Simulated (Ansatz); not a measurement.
Band structure of NiS (P6_3/mmc, 4 atoms in the cell).

```
NiS
1.0
    3.41116     0.00000     0.00000
   -1.70558     2.95415     0.00000
    0.00000     0.00000     5.14014
Ni S
2 2
Direct
  0.00000   0.00000   0.50000
  0.00000   0.00000   0.00000
  0.33333   0.66667   0.75000
  0.66667   0.33333   0.25000
```

Level of theory: PBEsol, PAW files made with PBE (plane waves; Ansatz, a first-principles code).

Settings: kpoints.mp_grid.grid = 15 15 9; hamiltonian.xc = pbesol; hamiltonian.pseudopotentials = {kind: paw} (an earlier, softer set of the program's PAW files); scf.occupations.method = fermi_dirac; scf.occupations.width = 0.1 eV; kpoints.band_path.npoints = 8.

The starting cell comes from a database of computed structures (which also holds hypothetical and non-ambient phases and stackings), without a prior relaxation at this level. Its lattice was rescaled by a random factor within 2.5 % of one. Spin polarisation is off, so a magnetic state, if there is one, cannot be reached.

Levels in eV from the Fermi level, bands 21 to 28:
```
point     21     22     23     24     25     26    27    28
-----  -----  -----  -----  -----  -----  -----  ----  ----
Γ      -1.49  -1.49  -0.69  -0.28   1.62   1.62  3.32  4.67
M      -1.82  -1.45  -1.31  -0.75   0.72   1.74  4.51  4.71
K      -1.64  -1.46  -0.77  -0.77  -0.18  -0.18  2.99  7.59
A      -1.60  -1.60   0.63   0.63   0.63   0.63  5.29  5.29
L      -1.62  -1.62  -0.38  -0.38   0.47   0.47  3.63  3.63
H      -1.45  -1.45  -1.26  -1.26   1.48   1.48  5.65  5.65
```

Bands cross the Fermi level along this path, so the cell is metallic at this level.

Keys are those of Ansatz 0.2.
